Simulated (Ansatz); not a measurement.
The reference is Al$_{2}$O$_{3}$ in the corundum structure (space group R-3c, No. 167; a = 4.729 Å, c = 12.892 Å (hexagonal axes)). Axes: x lies along a and z along c of the hexagonal cell.

The values are results of Ansatz (a quantum-chemistry and plane-wave program), LDA, PAW, cutoff 420 eV, no SOC, not measurements.

For the base:

```
Item                            Result
-----------------------------  -------
Width of the top valence band  0.66 eV
```

The change: tensile biaxial strain of 1.50 % in the plane normal to [001], as in epitaxy on a mismatched substrate; the out-of-plane cell vector and the atoms relax.

### Question
Estimate the effect on the width of the top valence band.

### Answer
The width of the top valence band increases by 0.13 eV (0.66 eV → 0.79 eV).

### Question
Predict the new ratio −ε⊥/ε∥.

### Answer
The ratio −ε⊥/ε∥ amounts to 0.51.

The levels and masses belong to the bands next to the band gap. Whether these cells are dynamically stable was not tested.
